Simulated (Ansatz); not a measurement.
The parent structure is AgI (space group P6_3mc, No. 186; a = 4.435 Å, c = 14.611 Å; layered, stacked along the Cartesian z axis).

Method: PBE-D3(BJ) (Ansatz, a program for electronic structure), without spin-orbit coupling.

Carriers are added at fixed cell with a uniform background; the Fermi–Dirac width is that of 300 K.

One change was made to it. Results:

```tsv
quantity	base	after
Fermi level relative to the doped band's edge (positive inside the band; to 0.05 eV)	–	+1.40 eV
gap between the host's bands	1.45 eV	1.08 eV
largest internal atomic displacement	–	0.161 Å
```

Question: Name the change that was made.
A) holes 5.0×10^21 cm⁻³
B) electrons 5.0×10^21 cm⁻³
C) electrons 7.0×10^21 cm⁻³

Answer: B, electrons 5.0×10^21 cm⁻³. For comparison, the gap between the host's bands in the other runs: electrons 7.0×10^21 cm⁻³ gives 0.91 eV; holes 5.0×10^21 cm⁻³ gives 1.66 eV.

Carriers are added with a uniform compensating background; total energy and stress of such cells depend on the potential's zero and are not compared; many-body gap narrowing is missing at this level. Spin-orbit coupling, missing from the scalar runs, can matter with I. Whether these cells are dynamically stable was not tested.
